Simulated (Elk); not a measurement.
Worked example: self-consistent single point of Ta2N (P-3m1, 3 atoms in the cell) in Elk.

Method: PBEsol, all-electron FP-LAPW, Elk's shipped species files, default APW+lo basis run with Elk 10.2.4.

```
Ta2N
1.0
    3.10632     0.00000     0.00000
   -1.55316     2.69015     0.00000
    0.00000     0.00000     4.85961
Ta N
2 1
Cartesian
  1.55316   0.89672   3.62182
  0.00000   1.79344   1.23779
  0.00000   0.00000   0.00000
```

Reference input (self-consistent single point, DFT, PBE, all-electron FP-LAPW, Elk's shipped species files, default APW+lo basis): xctype = 20; rgkmax = 7; stype = 0; swidth = 0.00183747 Ha; ngridk = 12 12 7. This run's input differs from it in these lines:

```diff
@@ -4,3 +4,3 @@
 xctype
-  20
+  22
```

The program printed (abridged):

```
│ Self-consistent loop started │
│ Loop number : 1 │
 total energy                :     -31284.7365770
│ Loop number : 2 │
 total energy                :     -31285.5878684
RMS change in Kohn-Sham potential (target) :    1.506948512     (  0.1000000000E-05)
Absolute change in total energy (target)   :   0.8512913798     (  0.1000000000E-03)
│ Loop number : 3 │
 total energy                :     -31285.0480733
RMS change in Kohn-Sham potential (target) :    1.482968716     (  0.1000000000E-05)
Absolute change in total energy (target)   :   0.3269722494     (  0.1000000000E-03)
│ Loop number : 4 │
   [... lines left out ...]
Absolute change in total energy (target)   :   0.1273564703E-04 (  0.1000000000E-03)
│ Loop number : 15 │
 total energy                :     -31297.7334737
RMS change in Kohn-Sham potential (target) :   0.1259623299E-05 (  0.1000000000E-05)
Absolute change in total energy (target)   :   0.6351496268E-05 (  0.1000000000E-03)
│ Loop number : 16 │
 total energy                :     -31297.7334733
RMS change in Kohn-Sham potential (target) :   0.2043053105E-06 (  0.1000000000E-05)
Absolute change in total energy (target)   :   0.1983706170E-05 (  0.1000000000E-03)
Convergence targets achieved

│ Loop number : 17 │

Energies :
 Fermi                       :     0.494231982400
 total energy                :     -31297.7334825

Density of states at Fermi energy :    31.51307002
 (states/Hartree/unit cell)

Estimated indirect band gap :   0.7260227462E-03
 from k-point      2 to k-point      2
Estimated direct band gap   :   0.7260227462E-03
 at k-point      2

Charges :
 core                        :    94.00000000
 valence                     :    59.00000000
 interstitial                :    5.420422268
 muffin-tins (core leakage)
  species :    1 (Ta)
   atom    1                 :    70.81214046     (  0.2228920700E-05)
   atom    2                 :    70.81214046     (  0.2228920700E-05)
  species :    2 (N)
   atom    1                 :    5.955296820     (  0.1715219588E-05)
 total in muffin-tins        :    147.5795777
 total calculated charge     :    152.9906192
 total charge                :    153.0000000
 error                       :   0.9380780402E-02

│ Self-consistent loop stopped │
```

The run converged in 17 iterations. The count includes the last loop, which Elk runs after its targets are met. 

The starting cell comes from a database of computed structures (which also holds hypothetical and non-ambient phases and stackings), without a prior relaxation at this level. Its lattice was rescaled by a random factor within 2.5 % of one. Spin-orbit coupling is off. Spin polarisation is off. Values depend on the basis (sphere radii, cutoffs, local orbitals), which need not be converged. The log's line on a gap gives a spacing of levels on this mesh, which the program prints for metals too.

Cost on one core of a shared machine: roughly 70 s.
